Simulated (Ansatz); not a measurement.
# ZnGeAs2: stress against strain

ZnGeAs2 (chalcopyrite, I-42d, 22.359 Å³/atom and stress up to 0.01 GPa in the relaxed cell, c along z) under an equal strain ε in the (001) plane with the normal axis free, as in a coherent film. PBEsol in Ansatz, a plane-wave DFT program (PAW, default set), 420 eV, 8×8×8 Γ-centred mesh, Fermi-Dirac smearing 0.05 eV; ions are relaxed, or left where forces stay under 0.02 eV/Å, within the symmetry of each cell. Stress is positive for a compressed cell.

Here s stands for strain and y for stress xx.

| strain (%) | stress xx (GPa) |
|---|---|
| -3.00 | ? |
| -1.50 | 1.69 |
| -0.75 | 0.82 |
| 0.00 | 0.01 |
| 0.75 | -0.77 |
| 1.50 | -1.50 |

Question: Using a straight line, estimate the missing y at s = -3.00 from the other rows, showing the fit.

Answer: Means: s 0, y 0.050. About the means, the sum of products is -5.9775 and the sum of squares of s is 5.6250; the slope is their ratio. Least squares gives y = 0.050 - 1.0627·s. Residuals (row less fit): 0.046, -0.027, -0.040, -0.023, 0.044; standard error 0.048 (degrees of freedom: 3). The slope gives the biaxial elastic modulus of this plane = 106 ± 2 GPa (± standard error of the fit, which holds the terms cut off). At the withheld row, y = 0.050 - 1.0627 × (-3.00) = 3.238 GPa. The calculation gives 3.59 GPa, 0.352 GPa above the prediction (6.9 % of the range of y in the table). The row lies outside the fitted rows, so this is an extrapolation. From the scatter of the fitted rows alone, a prediction at this place has a standard error of 0.080 GPa, so the miss is 4.4 times that.

A polynomial of degree 2 through the 8 other runs of the series gives 3.57 there, so most of the miss is curvature that the fit leaves out. This level leaves no gap over 0.05 eV at strain 1.50 %. The start is a measured cell from the literature; how it stands against other phases or cation orders wasn't checked. Rows are the converged runs of the series near zero and its far end; series whose fitted rows scatter by over a few per cent of the range, as at a crossing or softening among them, aren't shown in this form, nor equations of state whose B0' disagrees with the runs' pressures. Most that stay on the fit to the last digits aren't either.
